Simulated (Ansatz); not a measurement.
Here is the system:

```yaml
crystal:
  lattice:
    - [0.00000, 2.82671, 3.09865]
    - [2.82671, 0.00000, 3.09865]
    - [2.82671, 2.82671, 0.00000]
  atoms:
    - { symbol: Cd, position: [0.00000, 0.00000, 0.00000] }
    - { symbol: S, position: [0.25000, 0.25000, 0.25000] }
```

Method: r2SCAN with spin-orbit coupling, rigid bands (plane waves, PAW; Ansatz, an electronic-structure program). Condition of this run: biaxial stress xx = yy = 2 GPa (compression positive) (the target of the relaxation). Cell: cell and atoms relaxed with r2SCAN, then loaded as said.

Problem. Predict the electron conductivity mass (n e² τ/σ) at 300 K, by direction if it differs.

Solution. 0.163 (x), 0.163 (y), 0.170 (z) mₑ.

Problem. What conductivity effective mass do dilute holes have at 300 K?

Solution. 0.65 (x), 0.65 (y), 0.83 (z) mₑ.

Problem. And the band gap?

Solution. 1.46 eV at this level; semilocal functionals usually fall short of the measured gap.

Rigid bands, one relaxation time for all states, no polarons.
